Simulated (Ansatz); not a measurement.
Results of LDA (plane waves, PAW; Ansatz, a first-principles code) for MgS (model structure, started from the HgTe type, Fm-3m, No. 225, 6 atoms in the cell).

Numerical settings: plane-wave cutoff 520 eV, 12×12×4 k mesh (along the axes of the cell as run), Fermi–Dirac smearing 0.01 eV, scalar-relativistic PAW data made under PBE.

Cell (relaxed with PBEsol):

```cif
data_Mg3S3
_chemical_formula_sum 'Mg3 S3'
_space_group_name_H-M_alt 'P 1'
_space_group_IT_number 1
_cell_length_a 3.66421
_cell_length_b 3.66421
_cell_length_c 8.97554
_cell_angle_alpha 90.000
_cell_angle_beta 90.000
_cell_angle_gamma 120.000
loop_
_space_group_symop_operation_xyz
  'x, y, z'
loop_
_atom_site_label
_atom_site_type_symbol
_atom_site_fract_x
_atom_site_fract_y
_atom_site_fract_z
_atom_site_occupancy
Mg1 Mg 0.33332 0.33332 0.00000 1
Mg2 Mg 0.66668 0.00000 0.33333 1
Mg3 Mg 0.00000 0.66668 0.66667 1
S1 S 0.33335 0.33335 0.50000 1
S2 S 0.66665 0.00000 0.83333 1
S3 S 0.00000 0.66665 0.16667 1
```

Question: Estimate the band gap, smallest direct gap on the k points sampled and Γ–Γ gap that the calculation returns.

Answer: 
* **band gap**: 2.59 eV (indirect)
* **smallest direct gap on the k points sampled**: 3.53 eV
* **Γ–Γ gap**: 3.58 eV

Note: cell and atoms aren't relaxed at this level (pressure -2.4 GPa).

Computed values are for the static lattice.

Computing time: around 50 core-seconds (rough).

A model structure was made by putting elements into a prototype or built by hand; here it ended with the formula and space group of a phase in our tables.
